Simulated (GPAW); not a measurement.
Band structure of Ti3Nb (Amm2, 4 atoms in the cell).

```
Ti3Nb
1.0
    9.04699     0.00000     0.00000
    0.00000     1.60600     2.41039
    0.00000    -1.60600     2.41039
Ti Nb
3 1
Direct
  0.00000   0.18267   0.18267
  0.24845   0.79134   0.79134
  0.75155   0.79134   0.79134
  0.50000   0.23464   0.23464
```

Method: LDA (Perdew-Wang 92), GPAW PAW datasets LDA (gpaw-data 1.0.1) (plane waves; GPAW).

Settings: mode = pw; ecut = 850 eV; xc = LDA; kpts = 3 10 10; mesh shift (steps) = 0 0 0; occupations.name = fermi-dirac; occupations.width = 0.1 eV; nbands = -8; convergence.forces = 0.001 eV/Å; symmetry.symmorphic = false; symmetry.tolerance = 0.0005; maxiter = 150; bandpath_npoints = 40.

The starting cell comes from a database of computed structures (which also holds hypothetical and non-ambient phases and stackings), without a prior relaxation at this level. Spin polarisation is off.

Levels in eV from the Fermi level, bands 21 to 28:
```json
[
 {"point": "Γ", "21": "-0.71", "22": "0.11", "23": "0.16", "24": "0.25", "25": "0.53", "26": "0.74", "27": "0.91", "28": "1.02"},
 {"point": "X", "21": "-1.22", "22": "-1.09", "23": "-0.81", "24": "-0.43", "25": "-0.40", "26": "-0.34", "27": "-0.26", "28": "1.69"},
 {"point": "S", "21": "-1.34", "22": "-1.01", "23": "-0.66", "24": "-0.65", "25": "0.12", "26": "0.79", "27": "1.30", "28": "1.35"},
 {"point": "R", "21": "-1.15", "22": "-1.05", "23": "-0.58", "24": "-0.43", "25": "0.54", "26": "0.71", "27": "0.81", "28": "1.26"},
 {"point": "A", "21": "-1.34", "22": "-1.31", "23": "-0.92", "24": "-0.62", "25": "-0.48", "26": "-0.29", "27": "0.90", "28": "1.08"},
 {"point": "Z", "21": "-0.73", "22": "-0.08", "23": "0.45", "24": "0.63", "25": "0.68", "26": "0.76", "27": "0.91", "28": "1.01"},
 {"point": "Y", "21": "-1.92", "22": "-0.90", "23": "-0.84", "24": "-0.67", "25": "0.66", "26": "1.17", "27": "1.27", "28": "1.67"},
 {"point": "X1", "21": "-1.22", "22": "-1.09", "23": "-0.81", "24": "-0.43", "25": "-0.40", "26": "-0.34", "27": "-0.26", "28": "1.69"},
 {"point": "A1", "21": "-1.34", "22": "-1.31", "23": "-0.92", "24": "-0.62", "25": "-0.48", "26": "-0.29", "27": "0.90", "28": "1.08"},
 {"point": "T", "21": "-1.75", "22": "-1.41", "23": "-0.41", "24": "-0.39", "25": "-0.10", "26": "0.08", "27": "1.88", "28": "2.10"}
]
```

Bands cross the Fermi level along this path, so the cell is metallic at this level.
